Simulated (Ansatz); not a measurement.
The parent structure is ZnS in the zinc blende structure (space group F-43m, No. 216).

```xyz
2
Lattice="0.0000 2.6484 2.6484 2.6484 0.0000 2.6484 2.6484 2.6484 0.0000" Properties=species:S:1:pos:R:3 pbc="T T T"
Zn     0.0000     0.0000     0.0000
S      3.9726     3.9726     3.9726
```

Cartesian axes are those of the cell as printed.

Level of theory: Ansatz (an electronic-structure program) LDA, spin-orbit coupling left out.

Modification: tensile biaxial strain of 1.00 % in the plane normal to [001], as in epitaxy on a mismatched substrate; the out-of-plane cell vector and the atoms relax.

Task: Estimate the effect on the ratio −ε⊥/ε∥.

Result: The ratio −ε⊥/ε∥ amounts to 1.24.

Task: How does this affect the energy relative to the base?

Result: The energy rises by 1.1 meV/atom.

Stability against distortions was not tested.
